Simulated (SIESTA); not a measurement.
Worked example: self-consistent single point of HfN (I4mm, 2 atoms in the cell) in SIESTA.

Level of theory: GGA PBEsol, numerical atomic orbitals DZP, PseudoDojo PBEsol standard norm-conserving potentials (rewritten from UPF to PSML) in SIESTA.

```
HfN
1.0
    0.00000     2.24870     2.24870
    2.24870     0.00000     2.24870
    2.24870     2.24870     0.00000
Hf N
1 1
Direct
  0.01112   0.01112   0.98888
  0.50000   0.50000   0.50000
```

Reference input (self-consistent single point, DFT, GGA PBEsol, numerical atomic orbitals DZP, PseudoDojo PBEsol standard norm-conserving potentials (rewritten from UPF to PSML)): XC.functional = GGA; XC.authors = PBEsol; potentials = PseudoDojo PBEsol standard; PAO.BasisSize = DZP; PAO.EnergyShift = 0.01 Ry; MeshCutoff = 400 Ry; kgrid.MonkhorstPack = 6 6 6; OccupationFunction = FD; ElectronicTemperature = 1160.45 K; MaxSCFIterations = 150; SCF.Mixer.Method = Pulay; SCF.Mixer.Weight = 0.2. This run's input differs from it in these lines:

```diff
@@ -39,3 +39,6 @@
 SCF.Mixer.History            6
-SCF.DM.Tolerance             1.0E-04
+SCF.DM.Converge              false
+SCF.H.Converge               false
+SCF.FreeE.Converge           true
+SCF.FreeE.Tolerance          1.0E-12 eV
 Diag.ParallelOverK           true
```

The program printed (abridged):

```
        iscf     Eharris(eV)        E_KS(eV)     FreeEng(eV)     dDmax    Ef(eV) dHmax(eV)
   scf:    1    -1803.161986    -1814.882332    -1814.896763  1.710369 -2.389166  8.772802
   scf:    2    -1819.904034    -1817.860596    -1817.869671  0.107130 -2.463337  3.366771
   scf:    3    -1818.528780    -1818.376965    -1818.386584  0.076086 -2.602311  1.057237
   scf:    4    -1818.406156    -1818.398442    -1818.408418  0.050478 -2.741932  0.338265
   scf:    5    -1818.404522    -1818.403631    -1818.413922  0.009577 -2.764760  0.022620
   [... 141 lines left out ...]
   scf:  147    -1818.403679    -1818.403679    -1818.413957  0.000000 -2.764876  0.000000
   scf:  148    -1818.403679    -1818.403679    -1818.413957  0.000000 -2.764876  0.000000
   scf:  149    -1818.403679    -1818.403679    -1818.413957  0.000000 -2.764876  0.000000
   scf:  150    -1818.403679    -1818.403679    -1818.413957  0.000000 -2.764876  0.000000
SCF_NOT_CONV: SCF did not converge in maximum number of steps (required).
SCF_NOT_CONV: SCF did not converge in maximum number of steps (required).
Geom step, scf iteration, dDmax, dHmax:    0   150      0.000000     0.000000
Geom step, scf iteration, dDmax, dHmax:    0   150      0.000000     0.000000

ABNORMAL_TERMINATION
ABNORMAL_TERMINATION
Stopping Program from Node:    0
Stopping Program from Node:    0
```

The run ended unconverged after 150 iterations. 

The starting cell has typed, rounded lattice constants, without a prior relaxation at this level. Its lattice was rescaled by up to half a per cent. One atom was moved a little off its site on purpose. Values carry the incompleteness of an atom-centred basis.

Cost on one core of a shared machine: roughly 4 min.
